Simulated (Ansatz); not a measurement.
Worked calculations on one periodic cell of amorphous Si₄₈N₆₀: Si48N60, 108 atoms, volume 1242.0 Å³, made by a melt-quench on the CHGNet potential and relaxed with DFT. N atoms were pushed apart under 1.9 Å during the dynamics, to hinder bonds among them. It is a model cell: composition and starting density were chosen by hand, and all elements were melted together. All values below come from PBE, scalar-relativistic without spin-orbit coupling (plane waves to 420 eV, PAW; Ansatz, a program for electronic structure). Sampling: a 2×2×2 Γ-centred mesh; Fermi-Dirac width 0.02 eV; no spin polarisation. Its volume was held where the quench left it, its shape was held as a cube, and it stands at a mean pressure of -0.5 GPa with stress components up to 3.1 GPa; the relaxation ran on the zone centre alone. Its density went from a set 2.93 to 2.93 g/cm³. The cell is small and was quenched far faster than a real film, so it is one sample of the glass.

Q: Count formal charges (Si +4, N -3). What does the count lead one to expect at the Fermi level, and what does the calculation give?

A: 48 × (+4) + 60 × (-3) = +12. 12 electrons are left on cation states, in cation-cation bonds, defect levels or the conduction band. On this mesh the highest filled and lowest empty level lie 0.60 eV apart; localised defect or tail levels set that (at the zone centre the more localised edge state sits most on one Si atom with neighbours N 1.79 Å, N 1.79 Å, N 1.87 Å), and the nearest spread-out levels lie 2.1 eV apart.

The cell was scaled and its atoms relaxed again at each volume (the zone centre alone): 1167.5 Å³, 9.26 GPa; 1242.0 Å³, -0.53 GPa; 1279.3 Å³, -4.77 GPa.

Q: Estimate the bulk modulus over this range from B = −dP/d ln V.

A: Between the ends: −(-4.77 − 9.26) / ln(1279.3/1167.5) = 153 GPa, a mean over the range at 0 K with the atoms relaxed.
